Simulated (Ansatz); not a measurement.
Consider Pt in the fcc (Cu type) structure (space group Fm-3m, No. 225; a = 3.895 Å; relaxed with 0.1 eV smearing). Axes: x, y, z lie along the cube axes.

Method: LDA (Ansatz, an electronic-structure program, PAW, spin-orbit coupling left out).

For the base:

Band gap: zero

The change: the cell is compressed by 2.50 % along z with no lateral relaxation; the atoms relax in the strained cell.

### Question
What does the calculation give for the band gap, stress and energy relative to the base after the change?

### Answer
The band gap is still zero; the stress (xx, yy, zz, yz, xz, xy; compression positive) comes out as (7.4, 7.4, 10.3, 0.0, 0.0, 0.0) GPa; the energy increases by 12 meV/atom.

No phonon test of stability was made. All final runs are without spin polarisation.
